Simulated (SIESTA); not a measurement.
# Input and output of a self-consistent single point for FePt (P4/mmm, 2 atoms in the cell) (SIESTA)

Method: GGA PBE, numerical atomic orbitals DZP, PseudoDojo PBE standard norm-conserving potentials (rewritten from UPF to PSML) (SIESTA 5.4.2).

The input file:

```
# files in the folder: Fe.psml Pt.psml (PseudoDojo PBE standard)
SystemName  FePt
SystemLabel fept

NumberOfAtoms                2
NumberOfSpecies              2
%block ChemicalSpeciesLabel
  1 26 Fe
  2 78 Pt
%endblock ChemicalSpeciesLabel
LatticeConstant              2.793745 Ang
%block LatticeVectors
     1.000000000    0.000000000    0.000000000
     0.000000000    1.000000000    0.000000000
     0.000000000    0.000000000    1.369999767
%endblock LatticeVectors
AtomicCoordinatesFormat      Ang
%block AtomicCoordinatesAndAtomicSpecies
     0.000000000    0.000000000    0.000000000  1
     1.396872500    1.396872500    1.913715000  2
%endblock AtomicCoordinatesAndAtomicSpecies

XC.functional                GGA
XC.authors                   PBE
PAO.BasisSize                DZP
PAO.EnergyShift              0.005 Ry
MeshCutoff                   300 Ry
%block kgrid.MonkhorstPack
   12   0   0  0.0
    0  12   0  0.0
    0   0   9  0.0
%endblock kgrid.MonkhorstPack
OccupationFunction           FD
ElectronicTemperature        136.0 meV
Spin                         polarized
%block DM.InitSpin
  1 +4.00
  2 +1.00
%endblock DM.InitSpin

MaxSCFIterations             150
SCF.Mixer.Method             Pulay
SCF.Mixer.Weight             0.1
SCF.Mixer.History            6
SCF.DM.Tolerance             1.0E-04
Diag.ParallelOverK           true
WriteForces                  true
Charge.Mulliken              end
```

Output (repeated stretches shortened):

```
reinit: Reading from file input.fdf

reinit: System Name: FePt
reinit: System Label: fept

NOTE on units for spin output:
{S} is the spin magnetic moment, in units of the Bohr magneton,
assuming a g-factor for the electron spin of exactly 2.
The spin magnetic moment is then numerically equal to the charge inbalance,
in units of electrons, between the spin-up and -down channels.

coor:   Atomic-coordinates input format  =     Cartesian coordinates
coor:                                          (in Angstroms)

siesta: Atomic coordinates (Bohr) and species
siesta:      0.00000   0.00000   0.00000  1        1
siesta:      2.63971   2.63971   3.61640  2        2

siesta: System type = bulk

initatomlists: Number of atoms, orbitals, and projectors:      2    38    50

siesta: ******************** Simulation parameters ****************************
redata: Spin configuration                          = collinear
redata: Time-Reversal Symmetry                      = T
redata: Number of Atomic Species                    =        2
redata: Mesh Cutoff                                 =   300.0000 Ry
redata: Net charge of the system                    =     0.0000 |e|
redata: Min. number of SCF Iter                     =        0
redata: Max. number of SCF Iter                     =      150
redata: SCF convergence failure will abort job
redata: SCF mix quantity                            = Hamiltonian
redata: Mix DM or H after convergence               =   F
redata: Recompute H after scf cycle                 =   F
redata: Mix DM in first SCF step                    =   T
redata: No kicks to SCF
redata: DM Mixing Weight for Kicks                  =     0.5000
redata: Require Harris convergence for SCF          =   F
redata: Harris energy tolerance for SCF             =     0.000100 eV
redata: Require DM convergence for SCF              =   T
redata: DM tolerance for SCF                        =     0.000100
   [... lines left out ...]
diag: Used triangular part                          = Lower
diag: Absolute tolerance                            =  0.100E-15
diag: Orthogonalization factor                      =  0.100E-05
diag: Memory factor                                 =  1.0000

superc: Internal auxiliary supercell:     7 x     7 x     5  =     245
superc: Number of atoms, orbitals, and projectors:    490   9310  12250

                        Single-point calculation

superc: Internal auxiliary supercell:     7 x     7 x     5  =     245
superc: Number of atoms, orbitals, and projectors:    490   9310  12250

outcell: Unit cell vectors (Ang):
        2.793745    0.000000    0.000000
        0.000000    2.793745    0.000000
        0.000000    0.000000    3.827430

outcell: Cell vector modules (Ang)   :    2.793745    2.793745    3.827430
outcell: Cell angles (23,13,12) (deg):     90.0000     90.0000     90.0000
outcell: Cell volume (Ang**3)        :     29.8731
new_DM -- step:     1
Initializing Density Matrix...

Attempting to read DM from file... Failed...
DM filled with atomic data (user-defined):

InitMesh: MESH = 30 x 30 x 40 = 36000
InitMesh: Mesh cutoff (required, used) =   300.000   301.861 Ry

stepf: Fermi-Dirac step function
        iscf     Eharris(eV)        E_KS(eV)     FreeEng(eV)     dDmax    Ef(eV) dHmax(eV)
   scf:    1    -6942.627245    -6958.266199    -6958.375229  0.887823 -2.084136 13.661995
     spin moment: {S} , |S| = {        0.0        0.0    3.52536 }     3.52536
   scf:    2    -6963.223213    -6961.559684    -6961.651086  0.124093 -2.311633  6.782170
     spin moment: {S} , |S| = {        0.0        0.0    3.71859 }     3.71859
   scf:    3    -6963.238533    -6962.441692    -6962.533794  0.075298 -2.643181  4.868676
     spin moment: {S} , |S| = {        0.0        0.0    3.70653 }     3.70653
   scf:    4    -6963.809924    -6963.432681    -6963.532788  0.192208 -3.589420  0.411330
     spin moment: {S} , |S| = {        0.0        0.0    3.61519 }     3.61519
   scf:    5    -6963.435163    -6963.439809    -6963.537246  0.024926 -3.588417  0.627885
     spin moment: {S} , |S| = {        0.0        0.0    3.57411 }     3.57411
   scf:    6    -6963.454385    -6963.452067    -6963.549626  0.027518 -3.688806  0.182599
   [... lines left out ...]
   scf:    8    -6963.455340    -6963.453808    -6963.550871  0.007671 -3.684682  0.030219
     spin moment: {S} , |S| = {        0.0        0.0    3.49077 }     3.49077
   scf:    9    -6963.454140    -6963.453984    -6963.550900  0.000971 -3.682304  0.014174
     spin moment: {S} , |S| = {        0.0        0.0    3.49052 }     3.49052
   scf:   10    -6963.454301    -6963.454143    -6963.550916  0.001386 -3.682878  0.003226
     spin moment: {S} , |S| = {        0.0        0.0    3.49059 }     3.49059
   scf:   11    -6963.454150    -6963.454146    -6963.550916  0.000028 -3.682799  0.002341
     spin moment: {S} , |S| = {        0.0        0.0    3.49068 }     3.49068
   scf:   12    -6963.454168    -6963.454157    -6963.550917  0.000134 -3.682671  0.000856
     spin moment: {S} , |S| = {        0.0        0.0    3.49104 }     3.49104
   scf:   13    -6963.454160    -6963.454159    -6963.550917  0.000022 -3.682703  0.000699
     spin moment: {S} , |S| = {        0.0        0.0    3.49101 }     3.49101
SCF Convergence by DM+H criterion
max |DM_out - DM_in|         :     0.0000222927
max |H_out - H_in|      (eV) :     0.0006985448
SCF cycle converged after 13 iterations

Using DM_out to compute the final energy and forces

siesta: E_KS(eV) =            -6963.4542

siesta: E_KS - E_eggbox =     -6963.4542

siesta: Atomic forces (eV/Ang):
     1    0.000000    0.000000    0.000000
     2   -0.000000    0.000000   -0.000000
   Tot    0.000000    0.000000   -0.000000
   Max    0.000000
   Res    0.000000    sqrt( Sum f_i^2 / 3N )
   Max    0.000000    constrained

Stress tensor Voigt[x,y,z,yz,xz,xy] (kbar):      108.53      108.53      122.14        0.00       -0.00        0.00
(Free)E + p*V (eV/cell)    -6965.6591
Target enthalpy (eV/cell)    -6963.5509

siesta: Program's energy decomposition (eV):
siesta: Ebs     =     -1191.304426
siesta: Eions   =      9802.447482
siesta: Ena     =      1308.281124
siesta: Ekin    =      2579.974843
siesta: Enl     =        23.301415
siesta: Eso     =         0.000000
siesta: Edftu   =         0.000000
siesta: DEna    =        55.934497
siesta: DUscf   =         1.303992
siesta: DUext   =         0.000000
siesta: Ex      =     -1064.822449
siesta: Ec      =       -64.980097
siesta: Exc     =     -1129.802546
siesta: Eharris =     -6963.454160
siesta: Etot    =     -6963.454159
siesta: FreeEng =     -6963.550917

siesta: Stress tensor (static) (eV/Ang**3):
siesta:     0.067741    0.000000   -0.000000
siesta:     0.000000    0.067741   -0.000000
siesta:    -0.000000    0.000000    0.076234

siesta: Cell volume =         29.873134 Ang**3

siesta: Pressure (static):
siesta:                Solid            Molecule  Units
siesta:          -0.00076863         -0.00076863  Ry/Bohr**3
siesta:          -0.07057212         -0.07057212  eV/Ang**3
siesta:        -113.06900002       -113.06899459  kBar

mulliken: Atomic and Orbital Populations:

mulliken: Spin UP

Species: Fe
Atom  Qatom  Qorb
               3s      4s      4s      3py     3pz     3px     4py     4pz
               4px     3dxy    3dyz    3dz2    3dxz    3dx2-y2 3dxy    3dyz
               3dz2    3dxz    3dx2-y2
   [... lines left out ...]
               6px     5dxy    5dyz    5dz2    5dxz    5dx2-y2 5dxy    5dyz
               5dz2    5dxz    5dx2-y2
   2  9.241   0.975   0.452  -0.090   0.990   0.992   0.990   0.138   0.126
              0.138   0.935   0.896   0.905   0.896   0.840   0.004   0.011

              0.013   0.011   0.019

mulliken: Qtot =       18.746

mulliken: Spin DOWN

Species: Fe
Atom  Qatom  Qorb
               3s      4s      4s      3py     3pz     3px     4py     4pz
               4px     3dxy    3dyz    3dz2    3dxz    3dx2-y2 3dxy    3dyz
               3dz2    3dxz    3dx2-y2
   1  6.193   0.981   0.399  -0.113   1.003   1.002   1.003   0.134   0.114
              0.134   0.265   0.374   0.248   0.374   0.542  -0.037  -0.048

             -0.041  -0.048  -0.093

Species: Pt
Atom  Qatom  Qorb
               5s      6s      6s      5py     5pz     5px     6py     6pz
               6px     5dxy    5dyz    5dz2    5dxz    5dx2-y2 5dxy    5dyz
               5dz2    5dxz    5dx2-y2
   2  9.061   0.975   0.619  -0.172   0.990   0.991   0.990   0.166   0.195
              0.166   0.928   0.884   0.839   0.884   0.742  -0.033  -0.038

             -0.023  -0.038  -0.004

mulliken: Qtot =       15.254

Mulliken Atomic Populations:
Atom #   charge [q] valence [e]      Sz [e]  Species
     1     0.302703   15.697297    3.311181  Fe
     2    -0.302703   18.302703    0.179831  Pt
 Total    -0.000000                3.491012
```

The run converged in 13 iterations.

The starting cell comes from a database of computed structures (which also holds hypothetical and non-ambient phases and stackings), without a prior relaxation at this level. Its lattice was rescaled by a random factor within 2.5 % of one. With one magnetic atom in the cell only a parallel order is possible. Values carry the incompleteness of an atom-centred basis. With a pressure of about -11 GPa the cell is away from its equilibrium volume at this level.

Cost on one core of a shared machine: roughly 2 min.
